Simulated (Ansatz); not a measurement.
Take ZnO in the wurtzite structure (space group P6_3mc, No. 186; a = 3.230 Å, c = 5.215 Å) as the base. Axes: x lies along a and z along c of the hexagonal cell.

Computed with PBEsol (Ansatz, a quantum-chemistry and plane-wave program, PAW, scalar-relativistic without spin-orbit coupling).

Free-standing slabs (4 atom(s) a layer) normal to the y axis with 15 Å of vacuum; in-plane cell held at bulk.

One change was made to it. Results:

```tsv
quantity	base	after
shortest interatomic distance	1.969 Å	1.842 Å
gap character	–	direct at Γ
valence-band top at Γ (three highest levels, from the VBM)	0.00, 0.00, -0.10 eV	0.00, -0.12, -0.34 eV
```

Question: Name the change that was made.
A) 2 layers
B) 3 layers
C) 1 layer

Answer: B, 3 layers. For comparison, the valence-band top at Γ in the other runs: 2 layers gives 0.00, -0.30, -0.30 eV; 1 layer gives 0.00, -0.08, -1.62 eV.

Whether these cells are dynamically stable was not tested. Labels are those of the standard path for the cell's own space group.
